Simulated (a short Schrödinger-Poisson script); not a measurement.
Gated Al0.4Ga0.6N/GaN polarisation-induced gas

Stack: gated Al0.4Ga0.6N/GaN polarisation-induced gas, at 20 K.

| layer | material | thickness (nm) | Na (cm⁻³) |
|---|---|---|---|
| 1 | Al0.4Ga0.6N | 10 | - |
| 2 | GaN | 6000 | 3e15 |

The device is made up for the run: typed textbook-type constants, with dimensions and the other settings drawn at random. Al0.4Ga0.6N: permittivity 9.26, conduction-band edge (eV) 0.58, gap (eV) 4.258, electron mass (mₑ) 0.248, Nv at 300 K (cm⁻³) 4.6e19. GaN: permittivity 9.5, conduction-band edge (eV) 0, gap (eV) 3.43, Nv at 300 K (cm⁻³) 4.6e19.

Channel valleys (confinement mass, in-plane density-of-states mass, number): Γ 0.2, 0.2, 1. At the gate the conduction-band edge of layer 1 lies 1.36 eV − eVg above the Fermi level of the channel; the field vanishes at the back. Sheet of polarisation charge: +2e13 e/cm² at 10 nm from the gate. The barrier under the gate holds no holes. Gaps are held at their typed values at every temperature. Mesh 0.08 nm at interfaces.

From a short Schrödinger-Poisson script (our own, NumPy): 1D Poisson equation in equilibrium, electrons quantum, Hartree (BenDaniel-Duke, 40 states a valley, the channel's in-plane mass for all, wave functions free to enter the barrier), parabolic valleys, classical holes, full ionisation, no traps, pinning or gate leakage.

```csv
Vg (V),electrons (cm⁻²),in the channel layer,C (μF/cm²),Γ E0 (meV),Γ E1 (meV)
0.5,1.57e13,1.46e13,0.756,-168.8,-19.6
0,1.34e13,1.26e13,0.748,-146.1,-14.2
-0.5,1.11e13,1.05e13,0.740,-123.2,-9.3
-1,8.77e12,8.45e12,0.731,-100.0,-4.9
-1.5,6.51e12,6.33e12,0.720,-76.6,-0.3
-2,4.29e12,4.21e12,0.703,-51.3,11.3
-2.5,2.13e12,2.10e12,0.680,-25.4,25.6
-3,8.75e10,8.73e10,0.581,0.3,35.4
```

Gate voltages with under 1e6 electrons/cm² are left out.

Subbands count from the Fermi level.
